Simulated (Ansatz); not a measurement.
Calculation: PBE (plane waves to 420 eV, PAW; Ansatz, an electronic-structure program).

Electrostatic potential energy of an electron, averaged over planes parallel to the surface, in eV from the Fermi level, for the (111) surface of fcc Ni, ferromagnetic, p(2x2), one Ni site of the top plane empty (bottom of the slab: a bare face, its two planes held):

(z (Å), V (eV)): (3.83, 5.07); (4.12, 5.07); (4.42, 5.06); (4.71, 5.06); (5.01, 5.05); (5.30, 5.04); (5.59, 5.01); (5.89, 4.94); (6.18, 4.80); (6.48, 4.50); (6.77, 3.84); (7.07, 2.42); (7.36, -1.17); (7.66, -9.86); (7.95, -18.36); (8.24, -20.41); (8.54, -14.58); (8.83, -5.24); (9.13, -0.34); (9.42, -2.52); (9.72, -11.10); (10.01, -19.09); (10.31, -20.29); (10.60, -13.89); (10.89, -4.61); (11.19, -0.37); (11.48, -3.19); (11.78, -12.08); (12.07, -19.56); (12.37, -19.91); (12.66, -12.90); (12.96, -3.78); (13.25, -0.29); (13.54, -3.82); (13.84, -12.95); (14.13, -19.93); (14.43, -19.52); (14.72, -12.01); (15.02, -3.13); (15.31, -0.31); (15.61, -4.47); (15.90, -13.73); (16.19, -20.22); (16.49, -19.15); (16.78, -11.25); (17.08, -2.67); (17.37, -0.59); (17.67, -5.26); (17.96, -11.73); (18.26, -14.26); (18.55, -11.00); (18.84, -4.08); (19.14, 1.23); (19.43, 3.09); (19.73, 3.92); (20.02, 4.31); (20.32, 4.50); (20.61, 4.59); (20.91, 4.63); (21.20, 4.65); (21.49, 4.66); (21.79, 4.67); (22.08, 4.67); (22.38, 4.67); (22.67, 4.67)

Slab: 23 atoms, 10.2 Å thick at the start (thin: gaps and levels are the slab's own); k 9x9x1, smearing 0.1 eV, dipole-corrected; 8 atoms held, the rest relaxed; held to the start's symmetry, so lower structures may exist; spin-polarised, ending with about 15.3 μB a cell; orders that need a larger cell were not tried, no spin-orbit, no U. In PBE it lies 0.08 eV a 1x1 cell over the lowest computed structure of the same composition (one row in 4 of the top plane missing).

The surface cell has an area of 21.45 Å². What dipole along the normal does the step between the two vacuum levels imply?

the top vacuum level lies 0.39 eV below the bottom one; p = −ε₀ A ΔV (ε₀ = 0.005526 e/(V·Å)) gives 0.05 e·Å a cell.
